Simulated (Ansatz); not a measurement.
BP (R3m), r2SCAN with spin-orbit coupling, rigid bands in Ansatz (a quantum-chemistry and plane-wave program): Condition of this run: uniaxial stress along [111] of -1 GPa (compression positive) (the target of the relaxation). band gap 1.39 eV, N_c = 4.06e19 cm⁻³ and N_v = 1.79e19 cm⁻³ at 300 K, conductivity masses of 0.323 mₑ (electrons) and 0.397 mₑ (holes). Take k_BT = 0.02585 eV.

Problem. A film of it is 3 nm thick. Estimate the confinement energies in an infinite well.

Solution. ħ²π²/(2m t²) = 0.376 eV·nm²/(m/mₑ × t²) gives 129 meV for electrons and 105 meV for holes, so the gap would widen to about 1.62 eV. Finite barriers and nonparabolic bands lower this, and with several valleys or bands the heaviest mass along the normal sets the lowest level, not this average.

Problem. Find the intrinsic carrier density and the intrinsic Fermi level.

Solution. n_i = √(N_c N_v) exp(−E_g/2k_BT) = 2.70e19 × exp(−26.88) = 5.7e7 cm⁻³. The level lies (k_BT/2) ln(N_v/N_c) = -11 meV from mid-gap (positive towards the conduction band). Each 0.1 eV added to the gap lowers n_i by a factor of 6.9.

Problem. What built-in voltage has an abrupt junction with N_A = 1e17 and N_D = 1e18 cm⁻³, all dopants ionised?

Solution. V_bi = E_g/e − (k_BT/e) ln(N_c N_v/(N_A N_D)) = 1.39 − 0.02585 × 8.89 = 1.16 V. It follows the computed gap one for one.

Rigid, parabolic bands with the computed gap; masses take one relaxation time for all states.
